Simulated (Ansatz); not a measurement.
A hypothetical phase is included: elements placed on a structure type, which no database files for this compound.

By r2SCAN, the system below comes out a metal.

Without scattering a metal conducts by its projected Fermi surface.

Consider the following.

```yaml
crystal:
  lattice:
    - [3.55968, 0.00000, 0.00000]
    - [-1.18656, 3.35610, 0.00000]
    - [1.18656, 1.67805, 2.90647]
  atoms:
    - { symbol: C, position: [0.00000, 0.75000, 0.50000] }
    - { symbol: C, position: [0.75000, 0.50000, 0.00000] }
    - { symbol: C, position: [0.50000, 0.00000, 0.25000] }
    - { symbol: C, position: [0.75000, 0.75000, 0.25000] }
```

The cell was relaxed by PBE-D3(BJ); by r2SCAN it stands under a pressure of -1.0 GPa.

The current flows along the normal of the first two printed cell vectors, the (110) plane of the conventional cell. No spin-orbit coupling; the value is a mean over 0.1 eV about the Fermi level.

**Question.** Predict the ballistic conductance per area from r2SCAN in Ansatz (a first-principles code).

**Answer.** 1.1 × 10¹⁵ S/m² for both spins.
